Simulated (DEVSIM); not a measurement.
Device: abrupt Si n-p junction, at 250 K.

```csv
layer (left to right),material,thickness (μm),Nd (cm⁻³),Na (cm⁻³),τn (s),τp (s)
1,Si,29.0,1.3e18,-,0.00029,0.00029
2,Si,46.0,-,1.3e14,0.00029,0.00029
```

Left contact: ohmic. Right contact: ohmic. Voltage is applied to the left contact. Recombination: SRH at mid-gap. Mobility is μmin + (μ − μmin)/(1 + (N/Nref)^α).

The device is made up for the run: typed textbook-type constants, with dimensions and the other settings drawn at random. Values at 300 K; Nc and Nv go as T^1.5, mobilities as T to minus their exponent, the gap by Varshni's rule with the affinity fixed.

```tsv
parameter	Si
gap (eV)	1.124
affinity (eV)	4.05
permittivity	11.7
Nc (cm⁻³)	2.86e19
Nv (cm⁻³)	3.1e19
μn (cm²/Vs)	1417
μp (cm²/Vs)	470
μn,min	52
μp,min	45
Nref,n	9.7e16
Nref,p	2.2e17
αn	0.68
αp	0.72
T exponent of μn	2.3
T exponent of μp	2.2
Varshni α (eV/K)	0.000473
Varshni β (K)	636
```

Simulated with DEVSIM: 1D drift-diffusion, Boltzmann statistics, complete ionisation; no tunnelling, impact ionisation, image-force lowering or self-heating.

The temperature was swept, all else fixed.

```tsv
temperature (K)	largest field in the device at zero bias (V/cm)	dark forward voltage at 1 A/cm² (V)	potential step across the device at zero bias (V)	dark forward voltage at 100 A/cm² (V)
250	57000	0.672	0.815	0.858
300	62000	0.562	0.724	0.790
350	67000	0.450	0.630	0.721
400	72000	0.338	0.533	0.651
450	76000	___	0.439	___
500	80000	0.123	0.375	0.508
```

Problem. What belongs in the gaps?

Solution. 
- 450, dark forward voltage at 1 A/cm² (V): 0.225
- 450, dark forward voltage at 100 A/cm² (V): 0.581
